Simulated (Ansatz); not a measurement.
The reference is CdSe in the wurtzite structure (space group P6_3mc, No. 186; a = 4.3829 Å, c = 7.1547 Å).

Now apply this change: a hydrostatic pressure of 4.2 GPa.

Levels (all Ansatz, an electronic-structure program, PAW, earlier PAW set): PBE (420 eV, scalar-relativistic without spin-orbit coupling); r2SCAN (500 eV, no spin-orbit coupling); HSE06 (420 eV, no spin-orbit coupling); PBE+SOC (420 eV, noncollinear with spin-orbit coupling).

One geometry, relaxed with PBE, under each level:

The valence-band top lists the three highest levels at Γ (Kramers pairs under SOC), from the VBM.

```tsv
level	band gap	lowest conduction level above the VBM at special points	valence-band top at Γ	electron mass	hole mass	pressure
PBE	0.71 eV	Γ 0.71 eV; A 2.42 eV; L 2.94 eV; M 3.25 eV	0.00, 0.00, -0.07 eV	–	–	4.20 GPa
r2SCAN	1.20 eV	Γ 1.20 eV; A 2.89 eV; L 3.35 eV; M 3.72 eV	–	0.097 mₑ along c, 0.11 mₑ across (at Γ)	–	2.74 GPa
HSE06	1.66 eV	Γ 1.66 eV; A 3.40 eV; L 3.86 eV	–	–	–	–
PBE+SOC	0.59 eV	Γ 0.59 eV; A 2.30 eV; L 2.82 eV; M 3.11 eV	0.00, -0.04, -0.39 eV	–	1.4 mₑ along c, 0.12 mₑ across (at Γ)	4.16 GPa
```

Single points use the geometry relaxed with PBE. Their cutoffs differ, which shifts pressures a little. The spin-orbit shifts are approximate. Load acts through the strain it causes; cell and atoms are relaxed under it. Masses are band curvatures over ±0.01 Å⁻¹ around the edge. No phonon test of stability was made. Measured, CdSe leaves this structure (for rock salt) near 2.72 GPa (temperature not stated; as listed in Datta, Sujoy, Jana, Debnarayan, arXiv (2020)), on rising pressure, with hysteresis.
